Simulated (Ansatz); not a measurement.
**What pressure 0.9 GPa does to LiNbO3**

The reference is LiNbO$_{3}$ (space group R3c, No. 161; a = 5.137 Å, c = 13.887 Å (hexagonal axes)).

One thing is altered: cell and atoms relaxed at a pressure of 0.9 GPa.

Level of theory: Kohn–Sham DFT with the r2SCAN functional, run in Ansatz (a quantum-chemistry and plane-wave program) with PAW and 500 eV plane waves, no SOC, earlier PAW set. Settings: 8×8×8 k-points, 0.05 eV Fermi–Dirac smearing.

- Volume per atom: 10.50 Å³ (base 10.58 Å³)
- Density: 4.68 g/cm³ (base 4.64 g/cm³)
- c/a ratio: 2.706 (base 2.703)
- Shortest interatomic distance: 1.877 Å (base 1.878 Å)
- Enthalpy H = E + PV relative to the base's energy: +0.06 eV/atom
- Band gap: 4.02 eV (an upper bound: an edge found on the path is not a true extremum; both cells) (base 4.01 eV)

Final structure:

```yaml
crystal:
  lattice:
    - [2.56117, 1.47869, 4.61983]
    - [-2.56117, 1.47869, 4.61983]
    - [0.00000, -2.95739, 4.61983]
  atoms:
    - { symbol: Li, position: [0.70193, 0.70193, 0.70193] }
    - { symbol: Li, position: [0.20193, 0.20193, 0.20193] }
    - { symbol: Nb, position: [0.98414, 0.98414, 0.98414] }
    - { symbol: Nb, position: [0.48414, 0.48414, 0.48414] }
    - { symbol: O, position: [0.62062, 0.87777, 0.26525] }
    - { symbol: O, position: [0.87777, 0.26525, 0.62062] }
    - { symbol: O, position: [0.26525, 0.62062, 0.87777] }
    - { symbol: O, position: [0.76525, 0.37777, 0.12062] }
    - { symbol: O, position: [0.37777, 0.12062, 0.76525] }
    - { symbol: O, position: [0.12062, 0.76525, 0.37777] }
```

Load acts through the strain it causes; cell and atoms are relaxed under it. No phonon test of stability was made.
